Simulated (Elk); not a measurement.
Band structure of Y2BiO2 (I4/mmm, 5 atoms in the cell).

```
Y2BiO2
1.0
   -1.93561     1.93561     6.73631
    1.93561    -1.93561     6.73631
    1.93561     1.93561    -6.73631
Y Bi O
2 1 2
Direct
  0.66842   0.66842   0.00000
  0.33158   0.33158   0.00000
  0.00000   0.00000   0.00000
  0.75000   0.25000   0.50000
  0.25000   0.75000   0.50000
```

Computed with PBEsol, all-electron FP-LAPW, Elk's shipped species files, APW+lo basis with extra local orbitals (Elk).

Settings: xctype = 22; rgkmax = 7.5; stype = 0; swidth = 0.00999582 Ha; ngridk = 7 7 7; gmaxvr = 16 1/bohr; nxlo = 2; lorbcnd = true; rmtscf = 0.89; lmaxi = 2; maxscl = 100.

The starting cell comes from a database of computed structures (which also holds hypothetical and non-ambient phases and stackings), without a prior relaxation at this level. Spin-orbit coupling is off. Values depend on the basis (sphere radii, cutoffs, local orbitals), which need not be converged.

Levels in eV from the Fermi level, bands 21 to 28:
```csv
point,21,22,23,24,25,26,27,28
Γ,-3.27,-3.27,-1.30,0.94,0.94,2.11,2.54,2.91
X,-3.44,-3.44,-2.72,-2.60,-0.76,1.11,1.93,2.06
Y,-3.50,-3.33,-2.66,-2.54,-0.77,1.13,1.94,2.09
S,-4.50,-3.93,-3.18,-1.67,1.46,2.73,2.92,3.32
Z,-3.23,-3.23,-2.59,0.84,0.84,1.96,2.91,2.94
S1,-4.50,-3.93,-3.18,-1.67,1.46,2.73,2.92,3.32
N,-4.40,-4.08,-3.16,-1.64,1.51,2.43,3.13,3.29
P,-3.44,-3.44,-2.66,-2.66,-0.76,1.11,1.99,1.99
Y1,-3.50,-3.33,-2.66,-2.54,-0.77,1.13,1.94,2.09
```

Bands cross the Fermi level along this path, so the cell is metallic at this level.
